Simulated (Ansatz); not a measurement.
Base system: Pd in the fcc (Cu type) structure (space group Fm-3m, No. 225; a = 3.878 Å; relaxed with 0.1 eV smearing). Axes: x, y, z lie along the cube axes.

Method: Kohn–Sham DFT with the PBEsol functional, run in Ansatz (a quantum-chemistry and plane-wave program) with PAW and 420 eV plane waves, no SOC.

For the base:

```
Item       Result
--------  -------
Pressure  0.0 GPa
```

One thing is altered: compressive biaxial strain of 2.08 % in the plane normal to [111], as in epitaxy on a mismatched substrate; the out-of-plane cell vector and the atoms relax.

Task: How does this affect the pressure, energy relative to the base and out-of-plane strain?

Result: The pressure (mean of the normal stresses, compression positive) goes from zero to 5.3 GPa; the energy grows by 14 meV/atom; the out-of-plane strain is +1.94 %.

Stability against distortions was not tested. The final runs are not spin-polarised.
